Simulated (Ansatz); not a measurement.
```
Zr
1.0
    3.19036     0.00000     0.00000
   -1.59518     2.76293     0.00000
    0.00000     0.00000     5.09820
Zr
2
Cartesian
  0.00000   1.84195   3.82365
  1.59518   0.92098   1.27455
```

Another polymorph of this substance is known too; which is more stable was not tested here.

Problem. List the harmonic phonon frequencies (cm⁻¹; finite displacements on a 6×6×4 mesh, DFT at the PBEsol level (Ansatz, a quantum-chemistry and plane-wave program), k mesh 12×12×8, methfessel-paxton smearing of 0.15 eV) at q = (0.000, 0.000, -0.500), (0.000, 0.167, -0.500), (0.167, 0.167, 0.000), in fractions of this cell's reciprocal vectors. At Γ leave out the LO-TO shift.

Solution. 
- (0.000, 0.000, -0.500): 42, 42, 42, 42, 134, 134
- (0.000, 0.167, -0.500): 72, 72, 80, 80, 144, 144
- (0.167, 0.167, 0.000): 68, 89, 111, 149, 156, 156
